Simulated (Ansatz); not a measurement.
Output of an Ansatz run (abridged):

```
WARN the atoms were moved onto the symmetric positions of the space group found under crystal.symmetry.tolerance 1.0e-5 (fractional …
WARN ansatz: RAYON_NUM_THREADS=1 ignored (pool sized by the plan → 1); use --threads N
Pseudopotentials: kind: paw
Pseudopotential: Co, paw, valence charge 17
Pseudopotential: Sn, paw, valence charge 14
Crystal: 6 atoms, lattice volume = 98.317 Å³
Basis set: ecut = 420.4159175005146 eV, 1915 PW (Γ)
Bands: 56, of which v1, the nominal top of the filled ones, is band 47 counted from 1 (46 counted from 0)
Symmetry: 24 space group operations
Space group: P6/mmm (ITA 191), of the structure as read, at distance tolerance 4.6e-5 Å
k-points: 40 of 392
PAW frozen core: Co, regenerated for the run's functional, and the local potential with it
PAW frozen core: Sn, regenerated for the run's functional, and the local potential with it
Initial density: superposition of atomic densities (neutral atoms: chi_scale 0, normalization atom), corrected by the library's trained network
Initial wavefunctions: pseudopotential atomic-orbital guess
Eigensolver: davidson
Functional: x = slater, c = lda
SCF iter   1: F=—  HF=-32828.028376 eV  |F-HF|=—  |Δ(HF+E_count)|=         —  Δρ=1.04e-2  dr2=5.41e-2  ethr=1.77e-3  ⟨swp⟩=6.8  Hψ=8760  notcnv=0  defer=12
all-band conjugate gradients solve this SCF's bands
preconditioner: auto → LDOS
SCF iter   2: F=—  HF=-32828.022270 eV  |F-HF|=—  |Δ(HF+E_count)|=   6.11e-3  Δρ=8.23e-3  dr2=3.49e-2  ethr=5.82e-5  ⟨swp⟩=2.0  Hψ=4741  notcnv=0  defer=99
SCF iter   3: F=—  HF=-32828.009804 eV  |F-HF|=—  |Δ(HF+E_count)|=   1.25e-2  Δρ=6.63e-3  dr2=2.70e-2  ethr=3.75e-5  ⟨swp⟩=2.0  Hψ=4284  notcnv=0  defer=99
SCF iter   4: F=—  HF=-32828.007029 eV  |F-HF|=—  |Δ(HF+E_count)|=   2.78e-3  Δρ=1.90e-3  dr2=1.98e-3  ethr=2.90e-5  ⟨swp⟩=1.8  Hψ=2275  notcnv=0  defer=99
SCF iter   5: F=—  HF=-32828.006773 eV  |F-HF|=—  |Δ(HF+E_count)|=   2.56e-4  Δρ=5.14e-4  dr2=1.82e-4  ethr=2.13e-6  ⟨swp⟩=2.8  Hψ=3946  notcnv=0  defer=99
SCF iter   6: F=—  HF=-32828.006754 eV  |F-HF|=—  |Δ(HF+E_count)|=   1.88e-5  Δρ=3.68e-5  dr2=1.01e-6  ethr=1.96e-7  ⟨swp⟩=2.0  Hψ=2487  notcnv=0  defer=99
SCF iter   7: F=—  HF=-32828.006776 eV  |F-HF|=—  |Δ(HF+E_count)|=   2.13e-5  Δρ=2.65e-5  dr2=4.94e-7  ethr=1.08e-9  ⟨swp⟩=2.0  Hψ=4009  notcnv=0  defer=99
SCF iter   8: F=-32828.006775 eV  HF=-32828.006776 eV  |F-HF|=7.18e-8  |Δ(HF+E_count)|=   1.61e-8  Δρ=1.12e-5  dr2=8.84e-8  ethr=1.08e-10  ⟨swp⟩=8.2  Hψ=9983  notcnv=0
SCF 1 converged in 8 iterations: F = -32828.006775 eV  dr2 = 8.84e-8
SCF converged after 8 iterations
Free energy (F): -32828.006775 eV
Harris-Foulkes:  -32828.006776 eV  (|F-HF|=7.18e-8)
Internal energy: -32827.996308 eV  (E = F + TS)
E sigma→0 (E₀):  -32828.001542 eV
Entropy (-TS):   -0.010467 eV (-1.745 meV/atom)
Fermi energy:    15.049086 eV
--- Per-component energies (eV) ---
  E_band       = -943.698063
  E_kinetic    = 1941.580675
  E_local      = -13228.127564  (includes V_loc(G=0)·N_el)
  E_nonlocal   = 1310.904446
  E_hartree    = 6254.740587
  E_xc         = -1612.038800
  E_vxc        = -913.174012  (∫ρ·V_xc dr)
  E_paw        = -16360.463293  (= ΣΔE_a)
  E_vpaw       = -2564.323003  (= ΣTr[D̂ρ^β])
  E_aug_tail   = 0.000096  (compensation charges beyond the density's cutoff)
  E_ewald      = -11137.121901
  E_core_change = 2.529447  (= ΣΔE_core)
  E_smearing   = -0.010467  (= −TS)
  E_closure    = 0.000000  (closes the sum)
  Σ components = -32828.006775   (vs F -32828.006775, Δ=0.00e0)
--- Forces (eV/Å), atoms counted from 1 ---
  atom   1  Co     0.00000000     0.00000000     0.00000000
   [... zero for the other atoms too ...]
  max |Σ_I F_I| component: 2.78e-17 eV/Å
--- Stress (GPa, compression-positive) ---
       -4.078822       0.000000      -0.000000
        0.000000      -4.078822       0.000000
       -0.000000       0.000000      -4.455215
  P = ⅓ Tr σ = -4.2043 GPa (-42.043 kbar)
  The stress holds the Pulay correction. Without it, at fixed plane waves, as pw.x and ABINIT print it: P = -4.3347 GPa
--- Band table (eV; the first three rows and the last of 40) ---
  k-point 0: bands = ["-78.5327", "-78.5167", "-78.5167", "-42.3518", "-42.3082", "-42.2920", "-42.2920", "-42.2583", "-42.2583", "-42.1822", "-42.1822", "-42.1652", "-6.3260", "-6.2317", "-6.2317", "-6.2188", "-6.2188", "-6.1627", "-6.1410", [...]
  k-point 1: bands = ["-78.5327", "-78.5167", "-78.5167", "-42.3517", "-42.3083", "-42.2920", "-42.2920", "-42.2583", "-42.2583", "-42.1822", "-42.1822", "-42.1651", "-6.3227", "-6.2309", "-6.2309", "-6.2211", "-6.2211", "-6.1583", "-6.1515", [...]
  k-point 2: bands = ["-78.5327", "-78.5167", "-78.5167", "-42.3515", "-42.3087", "-42.2920", "-42.2920", "-42.2583", "-42.2583", "-42.1822", "-42.1822", "-42.1651", "-6.3146", "-6.2289", "-6.2289", "-6.2266", "-6.2266", "-6.1719", "-6.1719", [...]
  k-point 39: bands = ["-78.5261", "-78.5232", "-78.5168", "-42.3022", "-42.3014", "-42.2990", "-42.2919", "-42.2792", "-42.2239", "-42.2187", "-42.1917", "-42.1839", "-6.3291", "-6.2974", "-6.2428", "-6.2119", "-6.2018", "-6.1971", "-6.1808", [...]
```

The structure:

```xyz
6
Lattice="5.2198 0.0000 0.0000 -2.6099 4.5205 0.0000 0.0000 0.0000 4.1667" Properties=species:S:1:pos:R:3 pbc="T T T"
Co    -1.3050     2.2602     0.0000
Co     2.6099     0.0000     0.0000
Co     1.3050     2.2602     0.0000
Sn     2.6099     1.5068     2.0833
Sn     0.0000     3.0137     2.0833
Sn     0.0000     0.0000     0.0000
```

Q: What input produced this log?

A: Other spellings and defaults could give the same log, and not every line can be read from it. The input that was run (DFT, LDA (PW92), plane waves, default PAW files made with PBE):

Ansatz 0.2 input:
```yaml
# CoSn
crystal:
  lattice:
    - [5.219810, 0.000000, 0.000000]
    - [-2.609905, 4.520488, 0.000000]
    - [0.000000, 0.000000, 4.166652]
  atoms:
    - { symbol: Co, position: [0.000000, 0.500000, 0.000000] }
    - { symbol: Co, position: [0.500000, 0.000000, 0.000000] }
    - { symbol: Co, position: [0.500000, 0.500000, 0.000000] }
    - { symbol: Sn, position: [0.666667, 0.333333, 0.500000] }
    - { symbol: Sn, position: [0.333333, 0.666667, 0.500000] }
    - { symbol: Sn, position: [0.000000, 0.000000, 0.000000] }
basis:
  ecutwfc: 30.9 Ry
kpoints:
  mp_grid:
    grid: [7, 7, 8]
hamiltonian:
  xc: lda
  pseudopotentials:
    kind: paw
scf:
  occupations:
    method: gaussian
    width: 0.0073 Ry
output:
  forces: true
  eigenvalues: true
  stress: true
```

The starting cell comes from a database of computed structures (which also holds hypothetical and non-ambient phases and stackings), without a prior relaxation at this level. Its lattice was rescaled by up to half a per cent. Spin polarisation is off. With a pressure of about -4 GPa the cell is away from its equilibrium volume at this level. Ansatz's pressure includes its estimate of the finite-basis (Pulay) stress.

Ansatz is a first-principles code.
